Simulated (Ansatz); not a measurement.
# A computed series for Mg2Si: pressure series

Consider Mg₂Si (space group Fm-3m, No. 225; a = 6.364 Å).

Cell and atoms are relaxed at each pressure.

Computed with Ansatz (a first-principles code), PBE, PAW, cutoff 420 eV, spin-orbit coupling left out, earlier PAW set.

```
change             band gap  shortest interatomic distance
-----------------  --------  -----------------------------
base                0.22 eV                     5.208 bohr
pressure −2 GPa     0.27 eV                     5.278 bohr
pressure −1 GPa     0.24 eV                     5.241 bohr
pressure 0.9 GPa    0.20 eV                     5.180 bohr
pressure 2.1 GPa    0.18 eV                     (withheld)
pressure 4.5 GPa    0.13 eV                     5.084 bohr
pressure 15 GPa        zero                     4.888 bohr
pressure 22.5 GPa      zero                     4.787 bohr
pressure 30 GPa        zero                     (withheld)
```

**Question.** Fill in the withheld entries from the trend.

**Answer.** 
- pressure 2.1 GPa, shortest interatomic distance: 5.146 bohr
- pressure 30 GPa, shortest interatomic distance: 4.705 bohr

A case with no gap was solved on a k-mesh chosen for an insulator, which is coarse for it. Load acts through the strain it causes; cell and atoms are relaxed under it. Stability against distortions was not tested. Competing high-pressure phases were not computed. All final runs are without spin polarisation. A zero or small gap of Mg2Si can be the functional's error rather than a property of the material.
